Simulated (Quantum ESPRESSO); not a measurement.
Worked example: self-consistent single point of La3Mg (I4/mmm, 4 atoms in the cell) in Quantum ESPRESSO.

Computed with LDA (PZ), GBRV 1.5 ultrasoft (LDA) pseudopotentials (plane waves; Quantum ESPRESSO).

```
La3Mg
1.0
   -2.52641     2.52641     5.22940
    2.52641    -2.52641     5.22940
    2.52641     2.52641    -5.22940
La Mg
3 1
Direct
  0.50000   0.50000   0.00000
  0.25000   0.75000   0.50000
  0.75000   0.25000   0.50000
  0.00000   0.00000   0.00000
```

Reference input (self-consistent single point, DFT, LDA (PZ), plane waves, GBRV 1.5 ultrasoft (LDA) pseudopotentials): ecutwfc = 40 Ry; ecutrho = 200 Ry; occupations = smearing; smearing = gauss; degauss = 0.0099958 Ry; potentials = {La: la_lda_v1.uspp.F.UPF, Mg: mg_lda_v1.4.uspp.F.UPF}; K_POINTS = automatic 6 6 6 0 0 0; conv_thr = 1e-09 Ry; mixing_beta = 0.7. This run's input differs from it in these lines:

```diff
@@ -31,3 +31,3 @@
 K_POINTS automatic
-6 6 6  0 0 0
+5 5 5  0 0 0
 CELL_PARAMETERS angstrom
```

The program printed (abridged):

```
     Self-consistent Calculation

     iteration #  1     ecut=    40.00 Ry     beta= 0.70

     Threshold (ethr) on eigenvalues was too large:
     Diagonalizing with lowered threshold

     negative rho (up, down):  2.025E-01 0.000E+00

     total energy              =    -431.64170222 Ry
     estimated scf accuracy    <       0.13663329 Ry

     iteration #  2     ecut=    40.00 Ry     beta= 0.70

     negative rho (up, down):  2.003E-01 0.000E+00

     total energy              =    -431.65719317 Ry
     estimated scf accuracy    <       0.20561909 Ry

     iteration #  3     ecut=    40.00 Ry     beta= 0.70

     negative rho (up, down):  1.939E-01 0.000E+00

     total energy              =    -431.69593440 Ry
     estimated scf accuracy    <       0.01218421 Ry

   [... 6 blocks of this kind left out ...]

     iteration # 10     ecut=    40.00 Ry     beta= 0.70

     negative rho (up, down):  1.874E-01 0.000E+00

     total energy              =    -431.69998375 Ry
     estimated scf accuracy    <          3.7E-09 Ry

     iteration # 11     ecut=    40.00 Ry     beta= 0.70

     negative rho (up, down):  1.874E-01 0.000E+00
     End of self-consistent calculation

     the Fermi energy is     9.9716 ev

!    total energy              =    -431.69998375 Ry
     estimated scf accuracy    <          2.2E-10 Ry
     smearing contrib. (-TS)   =      -0.00498910 Ry
     internal energy E=F+TS    =    -431.69499465 Ry

     convergence has been achieved in  11 iterations

     negative rho (up, down):  1.874E-01 0.000E+00

     Forces acting on atoms (cartesian axes, Ry/au):

     atom    1 type  1   force =     0.00000000    0.00000000    0.00000000
   [... zero for the other atoms too ...]

     Total force =     0.000000     Total SCF correction =     0.000000

     negative rho (up, down):  1.874E-01 0.000E+00
          total   stress  (Ry/bohr**3)                   (kbar)     P=      -31.04
  -0.00020490   0.00000000   0.00000000          -30.14        0.00        0.00
   0.00000000  -0.00020490   0.00000000            0.00      -30.14        0.00
   0.00000000   0.00000000  -0.00022328            0.00        0.00      -32.85

   JOB DONE.
```

The run converged in 11 iterations. Against the reference run the free energy goes up by 4.2 meV/atom and the pressure moves little (-3.08 to -3.10 GPa).

The starting cell comes from a database of computed structures (which also holds hypothetical and non-ambient phases and stackings), without a prior relaxation at this level. With a pressure of about -3 GPa the cell is away from its equilibrium volume at this level.

Cost on one core of a shared machine: roughly 2 min.
